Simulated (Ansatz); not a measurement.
The structure below was relaxed with Kohn–Sham DFT with the PBEsol functional, run in Ansatz (a first-principles code) with PAW and 420 eV plane waves, no spin-orbit coupling.

```
TeI
1.0
    0.00000     3.25498     3.25498
    3.25498     0.00000     3.25498
    3.25498     3.25498     0.00000
Te I
1 1
Direct
  0.00000   0.00000   0.00000
  0.50000   0.50000   0.50000
```

Question: Find the space group and the Wyckoff positions.

Answer: Space group Fm-3m (No. 225); a = 6.5100 Å, b = 6.5100 Å, c = 6.5100 Å, α = 90.00°, β = 90.00°, γ = 90.00°

```
atom  site  symmetry       x       y       z
----  ----  --------  ------  ------  ------
Te      4a      m-3m  0.0000  0.0000  0.0000
I       4b      m-3m  0.5000  0.5000  0.5000
```

Question: Describe the coordination.

Answer: The crystal has 8 atoms in its conventional cell. Cell: a = b = c = 6.5100 Å, α = β = γ = 90.00°. Te has 6 I at 3.255 Å (octahedral). I has 6 Te at 3.255 Å (octahedral). (Neighbours: up to the widest gap in distance over summed covalent radii, below 1.35, at either atom.)

No phonon test of stability was made. The final runs are not spin-polarised. An odd electron count without spin: TeI. The cell was made from PbTe by this change: Pb → I; the result is a hypothetical phase, not in the database extracts checked.
